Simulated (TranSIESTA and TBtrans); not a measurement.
System: 1,4-phenylene held by thiolate S between the apex atoms of two Al(100) rods. Leads: fcc Al rod along [100], layers of 5 and 4 atoms, a = 4.04 Å. Geometry: as built, not relaxed. Transport runs along z; the first 18 and the last 18 of the 81 atoms are the lead cells, repeated to infinity.

```xyz
81
Lattice="14.213 0.000 0.000 0.000 14.213 0.000 0.000 0.000 40.327" Properties=species:S:1:pos:R:3 pbc="F F T"
Al     7.107     7.107     0.000
Al     9.963     7.107     0.000
Al     7.107     9.963     0.000
Al     4.250     7.107     0.000
Al     7.107     4.250     0.000
Al     8.535     8.535     2.020
Al     5.678     8.535     2.020
Al     8.535     5.678     2.020
Al     5.678     5.678     2.020
Al     7.107     7.107     4.040
Al     9.963     7.107     4.040
Al     7.107     9.963     4.040
Al     4.250     7.107     4.040
Al     7.107     4.250     4.040
Al     8.535     8.535     6.060
Al     5.678     8.535     6.060
Al     8.535     5.678     6.060
Al     5.678     5.678     6.060
Al     7.107     7.107     8.080
Al     9.963     7.107     8.080
Al     7.107     9.963     8.080
Al     4.250     7.107     8.080
Al     7.107     4.250     8.080
Al     8.535     8.535    10.100
Al     5.678     8.535    10.100
Al     8.535     5.678    10.100
Al     5.678     5.678    10.100
Al     7.107     7.107    12.120
Al     9.963     7.107    12.120
Al     7.107     9.963    12.120
Al     4.250     7.107    12.120
Al     7.107     4.250    12.120
Al     8.535     8.535    14.140
Al     5.678     8.535    14.140
Al     8.535     5.678    14.140
Al     5.678     5.678    14.140
Al     7.107     7.107    16.160
S      8.869     7.607    17.551
C      7.880     7.326    19.017
C      7.824     6.051    19.591
C      7.051     5.831    20.736
C      6.333     6.887    21.310
S      5.345     6.607    22.776
C      6.390     8.163    20.736
C      7.162     8.382    19.591
H      8.377     5.230    19.152
H      7.012     4.842    21.175
H      5.837     8.984    21.175
H      7.201     9.371    19.152
Al     7.107     7.107    24.167
Al     8.535     8.535    26.187
Al     5.678     8.535    26.187
Al     8.535     5.678    26.187
Al     5.678     5.678    26.187
Al     7.107     7.107    28.207
Al     9.963     7.107    28.207
Al     7.107     9.963    28.207
Al     4.250     7.107    28.207
Al     7.107     4.250    28.207
Al     8.535     8.535    30.227
Al     5.678     8.535    30.227
Al     8.535     5.678    30.227
Al     5.678     5.678    30.227
Al     7.107     7.107    32.247
Al     9.963     7.107    32.247
Al     7.107     9.963    32.247
Al     4.250     7.107    32.247
Al     7.107     4.250    32.247
Al     8.535     8.535    34.267
Al     5.678     8.535    34.267
Al     8.535     5.678    34.267
Al     5.678     5.678    34.267
Al     7.107     7.107    36.287
Al     9.963     7.107    36.287
Al     7.107     9.963    36.287
Al     4.250     7.107    36.287
Al     7.107     4.250    36.287
Al     8.535     8.535    38.307
Al     5.678     8.535    38.307
Al     8.535     5.678    38.307
Al     5.678     5.678    38.307
```

Run with TranSIESTA and TBtrans (open boundaries, self-consistent; PseudoDojo norm-conserving potentials, scalar-relativistic): PAO.BasisSize SZP, PAO.EnergyShift 0.15 eV, XC.Authors PBE, Mesh.Cutoff 150 Ry, ElectronicTemperature 300 K, TBT.Elecs.Eta 0.001 eV, no spin polarisation.

**Question.** Give the current of both spins against bias, self-consistently and from the zero-bias transmission integrated over the bias window.

**Answer.** 
| V (V) | I self-consistent (μA) | I from the zero-bias T(E) (μA) |
|---|---|---|
| 0.3 | 0.159 | 0.204 |
| 0.6 | 0.457 | 0.551 |
| 0.9 | 0.809 | 1.09 |
| 1.2 | 1.20 | 2.07 |

Positive bias raises the left lead's chemical potential. The energy step is 0.02 eV; narrower resonances are cut or missed.

The leads' channel count changes near 0.03 eV, within the thermal window, so values at the Fermi level hang on where that band edge falls. Semilocal functionals put molecular levels too close to the Fermi level and tend to overestimate such conductances.
